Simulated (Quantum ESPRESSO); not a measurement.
**Pressure against volume in hcp Ti (space group 194) (Quantum ESPRESSO, PBEsol)**

```yaml
crystal:
  lattice:
    - [2.81893, 0.00000, 0.00000]
    - [-1.40946, 2.44127, 0.00000]
    - [0.00000, 0.00000, 4.47206]
  atoms:
    - { symbol: Ti, position: [0.66667, 0.33333, 0.75000] }
    - { symbol: Ti, position: [0.33333, 0.66667, 0.25000] }
```

Method: PBEsol, GBRV 1.5 ultrasoft (PBESOL) pseudopotentials (plane waves; Quantum ESPRESSO). Settings: ecutwfc = 65 Ry; ecutrho = 520 Ry; occupations = smearing; smearing = fd; degauss = 0.0036749 Ry; potentials = {Ti: ti_pbesol_v1.4.uspp.F.UPF}; K_POINTS = automatic 26 26 14 0 0 0; conv_thr = 1e-10 Ry. The cell above is the first row's. The rows scale it uniformly. In all rows fractional positions and the k mesh are held.

```
V (Å^3/atom)  P (GPa)
------------  -------
15.3878         11.43
15.7223          8.16
16.0569          5.17
16.3914          2.44
16.7259         -0.06
17.0604         -2.34
17.3949         -4.42
17.7295         -6.32
18.0640             ?
```

Fit P of the 8 rows that show it with a cubic. With u = V - 16.6, the rows have u = -1.2122, -0.8777, -0.5431, -0.2086, 0.1259, 0.4604, 0.7949, 1.1295. Least squares gives P = 0.853 - 7.3783·u + 1.0063·u² - 0.0859·u³. Residuals (row less fit): 0.001, -0.002, -0.001, 0.003, 0.000, -0.001, -0.001, 0.001; standard error 0.002 (degrees of freedom: 4). The fitted pressure is zero at V0 = 16.72, where dP/dV = -7.145, so B0 = -V0·dP/dV = 119 GPa.

Q: Predict the withheld P at V = 18.0640 from the fit, and compare with the calculation.

A: u = 1.4640, so P = 0.853 - 7.3783 × 1.4640 + 1.0063 × 1.4640² - 0.0859 × 1.4640³ = -8.062 GPa. The calculation gives -8.06 GPa, which the fit meets to the printed digits. The row lies outside the fitted rows, so this is an extrapolation. From the scatter of the fitted rows alone, a prediction at this place has a standard error of 0.006 GPa, so the miss is 0.3 times that.

Carrying the step between the two nearest rows on in a straight line would have given -8.22, off by 0.16; series whose last step already gives the withheld value aren't shown. The reference cell has the volume at which an earlier scan in this program and functional put its minimum by a fit; axis ratios and inner coordinates come from a measured-size cell. The runs keep the symmetry of the cell, so they don't test it for distortions. Spin polarisation is off. The shape of the cell and the inner coordinates aren't relaxed, so V0 and B0 belong to this uniform scaling; a relaxed crystal lies no higher in energy and is usually softer. Cutoffs and mesh are single choices, not tested for convergence of this quantity. Series with a scatter that would blur these digits, or in which a gap closes, are not shown.
